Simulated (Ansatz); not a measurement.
Consider IrO2 in the rutile structure (space group P4_2/mnm, No. 136; a = 4.472 Å, c = 3.154 Å).

Computed with DFT with PBEsol, PAW potentials and a 420 eV plane-wave cutoff in Ansatz (a program for electronic structure), no SOC, earlier PAW set.

Base values:

The band gap is zero and the pressure comes out as 0.0 GPa.

One thing is altered: an isotropic linear strain of −4.23 %; the atoms relax in the strained cell.

Problem. What happens to the energy relative to the base, band gap and pressure?

Solution. The energy rises by 190 meV/atom; the band gap stays zero; the pressure (mean of the normal stresses, compression positive) goes from zero to 53.9 GPa.

Whether these cells are dynamically stable was not tested. No Hubbard U is applied, and correlation can decide whether such a compound is a metal. The final runs are not spin-polarised.
